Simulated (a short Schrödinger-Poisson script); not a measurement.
System: MOS inversion layer, SiO2 on p-type Si(100), at 300 K.

```tsv
layer	material	thickness (nm)	Na (cm⁻³)
1	SiO2	3.4	-
2	Si	1100	1.4e17
```

The device is made up for the run: typed textbook-type constants, with dimensions and the other settings drawn at random. SiO2: permittivity 3.9, conduction-band edge (eV) 3.15, gap (eV) 9, electron mass (mₑ) 0.5. Si: permittivity 11.7, conduction-band edge (eV) 0, gap (eV) 1.124, Nv at 300 K (cm⁻³) 3.1e19.

Channel valleys (confinement mass, in-plane density-of-states mass, number): Δ2 0.916, 0.19, 2; Δ4 0.19, 0.417, 4. At the gate the conduction-band edge of layer 1 lies 3.28 eV − eVg above the Fermi level of the channel; the field vanishes at the back. Gaps are held at their typed values at every temperature. Mesh 0.03 nm at interfaces.

Solved with a short Schrödinger-Poisson script written for these runs: 1D Poisson equation in equilibrium, electrons classical, Boltzmann, parabolic valleys, classical holes, full ionisation, no traps, pinning or gate leakage.

The same stack at other levels of the model or other numerical settings:

```tsv
run	sheet density of all electrons at Vg = 2.55 V (cm⁻²)	sheet density of all electrons at Vg = 0.75 V (cm⁻²)	capacitance at Vg = 2.55 V (μF/cm²)	centroid of the channel electrons at Vg = 2.55 V (nm)	rough cost against the base
base	1.35e13	2.57e12	0.992	0.47	about 1
electrons treated as classical, Fermi-Dirac	1.32e13	2.53e12	0.961	0.69	3
electrons treated as quantum, Hartree	1.23e13	2.17e12	0.925	1.45	20
mesh six times as coarse	1.34e13	2.54e12	0.982	0.56	0.3
```

The classical rows ignore confinement, and Boltzmann statistics overrate the density once the band edge passes the Fermi level.
